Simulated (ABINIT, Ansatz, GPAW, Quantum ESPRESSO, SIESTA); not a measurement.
**Ru (P6_3/mmc, 2 atoms in the cell) computed with different codes at matched settings**

Self-consistent single point.

```
CELL_PARAMETERS angstrom
      1.35500    -2.34693     0.00000
      1.35500     2.34693     0.00000
      0.00000     0.00000     4.28000
ATOMIC_POSITIONS crystal
  Ru 0.33333 0.66667 0.25000
  Ru 0.66667 0.33333 0.75000
```

Shared settings, as Ansatz (a quantum-chemistry and plane-wave program) writes them: kpoints.mp_grid.grid = 5 5 3; scf.occupations.method = fermi_dirac; scf.occupations.width = 0.136 eV. Potentials and cutoffs stand in the table.

| code | model | pressure (GPa) | cutoff |
|---|---|---|---|
| SIESTA | GGA PBE, numerical atomic orbitals TZP, PseudoDojo PBE standard norm-conserving potentials (rewritten from UPF to PSML) | 6.75 | grid 300 Ry |
| Ansatz | PBE, default PAW files | 3.23 | default |
| GPAW | PBE, GPAW PAW datasets PBE (gpaw-data 1.0.1) | 2.10 | 550 eV |
| ABINIT | PBE, norm-conserving pseudopotentials (PseudoDojo nc-sr-05 PBE standard) | 3.73 | 42 Ha |
| Quantum ESPRESSO | PBE, PSlibrary ultrasoft (PBE) pseudopotentials | 2.47 | 60 Ry |

On Ansatz's run: spin polarisation is off.

The spread over the programs that give each value: pressure within 4.65 GPa.

SIESTA uses small atom-centred bases, whose incompleteness enters pressures, forces and empty levels differently from a plane-wave cutoff. Ansatz's pressure is given at a fixed set of plane waves, as the other plane-wave codes print theirs; with its correction for the finite basis it is 3.30 GPa. In the pressure, SIESTA (by 3.90) lies more than 1 GPa from the median of the plane-wave programs.

On the base mesh (9 9 5) the same programs gave: Ansatz pressure 3.72 GPa; Quantum ESPRESSO pressure 2.93 GPa; ABINIT pressure 4.20 GPa; GPAW pressure 2.65 GPa; SIESTA pressure 7.03 GPa.

The values differ from the base mesh's, so the mesh still matters here: the table compares the programs at equal settings.

The starting cell has typed, rounded lattice constants, without a prior relaxation at this level.

Left out of this page: CP2K (on another mesh); Elk and FLEUR (not drawn, or without a comparable value).

Keys are those of Ansatz 0.2.
